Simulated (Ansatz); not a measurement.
Start from ZnSe in the zinc blende structure (space group F-43m, No. 216; a = 5.6655 Å). Axes: x, y, z lie along the cube axes.

Level of theory: r2SCAN (Ansatz, an electronic-structure program, PAW, without spin-orbit coupling).

One thing is altered: the cell is scaled by 1.0087 in all directions, atoms relaxed at fixed cell.

Question: Predict the stress tensor and what it implies for the stiffness.

Answer: Stress of the strained cell less that of the base (GPa, compression positive):
```
  -1.60    0.00    0.00
   0.00   -1.60    0.00
   0.00    0.00   -1.60
```

Then B = −ΔP/(ΔV/V₀) with ΔV/V₀ = 0.0263 gives secant stiffness values (nonlinear terms included at this strain): B ≈ 61 GPa.

No phonon test of stability was made.
